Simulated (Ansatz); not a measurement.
Input:

End structure of a constructed model of the (0001) surface of hcp Zr, a pseudomorphic layer of Al in the host's stacking (bottom of the slab: a bare face, its two planes held):

```xyz
7
Lattice="3.2325 0.0000 0.0000 -1.6162 2.7994 0.0000 0.0000 0.0000 31.5000" Properties=species:S:1:pos:R:3 pbc="T T T"
Zr     1.6162     0.9331     8.0624
Zr     0.0000     1.8663    10.6474
Zr     1.6162     0.9331    13.2543
Zr     0.0000     1.8663    15.8499
Zr     1.6162     0.9331    18.4536
Zr     0.0000     1.8663    20.9986
Al     1.6162     0.9331    23.3395
```

Set-up: 7 atoms, 15.4 Å thick at the start; mesh 13x13x1; 0.1 eV smearing; dipole correction on; single point; on the structure that PBE left under its start's symmetry; no spin, no spin-orbit, no U. It is one candidate, not shown to be the stable structure of the face.

**Question.** What is the computed work function of the top face (r2SCAN, at the PBE geometry run with Ansatz, an electronic-structure program)?

**Answer.** 4.55 eV
